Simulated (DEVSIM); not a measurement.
Structure: Al/AlN/n-Si capacitor, at 300 K.

| layer (left to right) | material | thickness (nm) | Nd (cm⁻³) |
|---|---|---|---|
| 1 | AlN | 4.50 | - |
| 2 | Si | 4100 | 2e16 |

Metal gate on the left, work function 4.1 eV. Fixed charge at the semiconductor interface 4.6e10 cm⁻² (in units of +e); no interface traps.

The device is made up for the run: typed textbook-type constants, with dimensions and the other settings drawn at random. Values at 300 K.

| parameter | AlN | Si |
|---|---|---|
| gap (eV) | 6.1 | 1.124 |
| affinity (eV) | 1.9 | 4.05 |
| permittivity | 8.5 | 11.7 |
| Nc (cm⁻³) | - | 2.86e19 |
| Nv (cm⁻³) | - | 3.1e19 |

DEVSIM, 1D Poisson equation in equilibrium, Boltzmann statistics, complete ionisation; no quantum confinement or tunnelling. Metal contacts follow the ideal Schottky-Mott rule: no Fermi-level pinning, no interface dipoles.

### Question
Tabulate band edges, carrier densities and field at -0.7 V on the gate.

### Answer
Energies count from the Fermi level of the right contact; mesh points crowd at the junctions.

```tsv
x (μm)	Ec (eV)	Ev (eV)	n (cm⁻³)	p (cm⁻³)	field (V/cm)
0.000	2.900	-3.200	< 1e2	< 1e2	-86000
0.001103	2.890	-3.209	< 1e2	< 1e2	-86000
0.002613	2.877	-3.223	< 1e2	< 1e2	-86000
0.003908	2.866	-3.234	< 1e2	< 1e2	-86000
0.005404	0.706	-0.418	3.9e7	3.0e12	-55000
0.007840	0.693	-0.431	6.6e7	1.8e12	-54000
0.01282	0.666	-0.458	1.8e8	6.3e11	-53000
0.03045	0.578	-0.546	5.7e9	2.1e10	-47000
0.06048	0.449	-0.675	8.2e11	1.4e8	-38000
0.1279	0.262	-0.862	1.1e15	100000	-18000
0.2748	0.189	-0.935	1.9e16	6000	-260
0.7536	0.188	-0.936	2.0e16	5800	≈ 0
1.639	0.188	-0.936	2.0e16	5800	≈ 0
2.913	0.188	-0.936	2.0e16	5800	≈ 0
3.674	0.188	-0.936	2.0e16	5800	≈ 0
3.908	0.188	-0.936	2.0e16	5800	≈ 0
4.015	0.188	-0.936	2.0e16	5800	≈ 0
4.064	0.188	-0.936	2.0e16	5800	≈ 0
4.091	0.188	-0.936	2.0e16	5800	≈ 0
4.099	0.188	-0.936	2.0e16	5800	≈ 0
4.103	0.188	-0.936	2.0e16	5800	≈ 0
4.104	0.188	-0.936	2.0e16	5800	≈ 0
```
